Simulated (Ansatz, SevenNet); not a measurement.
For MgO (model structure, started from the GeS type, Fm-3m, No. 225, 8 atoms in the cell), the machine-learned potential SevenNet-l3i5 (trained on PBE and PBE+U data) gives:

| Quantity | Value |
|---|---|
| equilibrium lattice constant a | 4.255 Å |
| polycrystal shear modulus | 99.5 GPa |

Task: What does r²SCAN (Ansatz, a quantum-chemistry and plane-wave program, plane waves, PAW) give for the same quantities?

Result: 
- lattice constant a: 4.204 Å (decreases by 1.2 %)
- Voigt–Reuss–Hill shear modulus: 135 GPa (grows by 36 %)

Changes are worked out from the printed values.

Unless a cell is named, each level is at its own relaxed cell (SevenNet-l3i5 9.63, r²SCAN 9.29 Å³/atom).

Ansatz's density-functional and Hartree–Fock values are scalar-relativistic unless marked +SOC, with PAW data made under PBE.

A model structure was made by putting elements into a prototype or built by hand; here it ended with the formula and space group of a phase in our tables.
